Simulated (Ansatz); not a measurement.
SiO2, response to strain

The parent structure is SiO2 in the rutile structure (space group P4_2/mnm, No. 136; a = 4.155 Å, c = 2.661 Å). Axes: x, y, z lie along a, b, c of the conventional cell.

Strains are applied to the cell and any free atomic positions relax.

Calculations: LDA, PAW, 420 eV (Ansatz, a quantum-chemistry and plane-wave program; no spin-orbit coupling).

Notes on the quantities. energy relative to the base: free energy F.

```json
[
 {"case": "base", "energy relative to the base": "0 meV/atom", "band gap": "5.81 eV", "electron mass": "0.40 mₑ along c, 0.52 mₑ across (at Γ)"},
 {"case": "uniaxial strain ε_zz = −3.00 %", "energy relative to the base": "+17 meV/atom", "band gap": "6.45 eV", "electron mass": "0.46 mₑ along z, 0.55 mₑ across (at Γ)"},
 {"case": "uniaxial strain ε_zz = −2.40 %", "energy relative to the base": "+11 meV/atom", "band gap": "6.33 eV", "electron mass": "0.44 mₑ along z, 0.54 mₑ across (at Γ)"},
 {"case": "uniaxial strain ε_zz = −1.80 %", "energy relative to the base": "+6.0 meV/atom", "band gap": "6.20 eV", "electron mass": "0.43 mₑ along z, 0.54 mₑ across (at Γ)"},
 {"case": "uniaxial strain ε_zz = −1.20 %", "energy relative to the base": "+2.6 meV/atom", "band gap": "6.07 eV", "electron mass": "0.42 mₑ along z, 0.53 mₑ across (at Γ)"}
]
```

Masses are band curvatures over ±0.01 Å⁻¹ around the edge. Stability against distortions was not tested.
